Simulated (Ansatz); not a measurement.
Ni on the 1x1 (110) surface of bcc Ta, one in a 2x2 cell, energies for each (31.2 Å²). Energies are against an atom of fcc Ni, ferromagnetic, without zero-point or thermal terms; each row is named by its start. No converged result for: 2 more starts.

Level of theory: PBE (plane waves to 420 eV, PAW; Ansatz, a program for electronic structure).

Set-up: 17 atoms, 6.8 Å thick at the start under the adsorbate (thin: gaps and levels are the slab's own); mesh 5x5x1; 0.1 eV smearing; dipole correction on; 8 atoms held, the rest relaxed; each run with such symmetry as its start has; spin-polarised, no spin-orbit, no U, no dispersion correction.

A negative adsorption energy means that the adsorbate is more stable on the surface than in its reference. Starts that drift may end in the same place. Heights count from the host atoms within 0.3 Å of the top one.

```json
[
 {"starting site": "top Ta", "E_ads (eV)": "1.20", "height (Å)": "2.04", "nearest host atom (Å)": "Ta 2.22", "bonded to": "Ta", "Δ work function (eV)": "-0.60", "lateral drift (Å)": "0.0", "moment (μB)": "0.0"},
 {"starting site": "hollow Ta-Ta-Ta", "E_ads (eV)": "-0.31", "height (Å)": "1.70", "nearest host atom (Å)": "Ta 2.46", "bonded to": "4 Ta", "Δ work function (eV)": "-0.50", "lateral drift (Å)": "0.6", "moment (μB)": "0.0"}
]
```
